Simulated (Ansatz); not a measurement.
## Point defect Ga on the Zn site in wurtzite ZnO

These are PBE, PAW (plane waves to 420 eV; Ansatz, a quantum-chemistry and plane-wave program) values and carry that method's errors. Cell: 96 sites, 3×2×2 repeats of a cell of 8 atoms; final energies on a 2×2×2 shifted mesh. Site at the start: the Zn site. Finite-size correction: monopole term and site-potential alignment. Dielectric constants: PBE linear response of the host. Host gap at this level: 0.74 eV. Finite-size and sampling errors can reach tenths of an eV here. The semilocal functional narrows the gap, so deep levels can fall outside it. Spin–orbit coupling is left out. Each state is the lowest found from its start.

Formation energies E_f are given with the Fermi level at the valence-band maximum. Chemical conditions: O-rich (Δμ(Zn) = -2.85 eV, Δμ(Ga) = -4.56 eV, bounded by beta Ga2O3; only phases computed here count, gases as isolated molecules at 0 K); Zn-rich (Δμ(Zn) = 0.00 eV, Δμ(Ga) = -0.29 eV, bounded by beta Ga2O3; only phases computed here count, gases as isolated molecules at 0 K). Reference phases: Ga: alpha gallium, Zn: hcp Zn.

Charges with a result: +1, 0, −1. Others weren't obtained, and one of them could lie lower, also by skipping a charge.

```tsv
charge	moment (μB)	largest move off a lattice site (Å)	image correction with alignment (eV)	E_f, O-rich (eV)	E_f, Zn-rich (eV)
+1	not spin-polarised	0.11	0.20	-0.25	-1.67
0*	quenched	0.10	–	–	–
−1*	not spin-polarised	0.10	–	–	–
```

* At this level the carrier isn't localised at the defect: at charge 0 electrons occupy the conduction band; at charge −1 electrons occupy the conduction band. Such a state is shallow or no state of the defect, and this cell gives it no level.

Starting moments that weren't kept: charge 0 began with 1 μB and ended with 0.0.

Flagged in the runs: a doubtful potential alignment, a host whose relaxation on this sampling wasn't shown to rest.
